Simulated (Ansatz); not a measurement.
**A computed series for TiC: response to strain**

Start from TiC in the rock salt structure (space group Fm-3m, No. 225; a = 4.293 Å; relaxed with 0.1 eV smearing). Axes: x, y, z lie along the cube axes.

Strains are applied to the cell and any free atomic positions relax.

Method: PBEsol in Ansatz (plane waves to 420 eV, PAW, spin-orbit coupling left out).

Notes on the quantities. energy relative to the base: free energy F; pressure: mean of the normal stresses, compression positive.

| change | energy relative to the base | pressure |
|---|---|---|
| base | 0 meV/atom | 0.0 GPa |
| tensor shear ε_xy = +1.14 % | +2.8 meV/atom | 0.0 GPa |
| tensor shear ε_xy = +0.29 % | +0.2 meV/atom | 0.0 GPa |
| tensor shear ε_xy = +1.71 % | +6.3 meV/atom | 0.1 GPa |
| tensor shear ε_xy = +0.57 % | +0.7 meV/atom | 0.0 GPa |
| tensor shear ε_xy = +2.00 % | +8.6 meV/atom | 0.1 GPa |
| tensor shear ε_xy = +0.86 % | +1.6 meV/atom | 0.0 GPa |
| tensor shear ε_xy = +1.43 % | +4.4 meV/atom | 0.1 GPa |

Whether these cells are dynamically stable was not tested. The final runs are not spin-polarised.

Ansatz is a quantum-chemistry and plane-wave program.
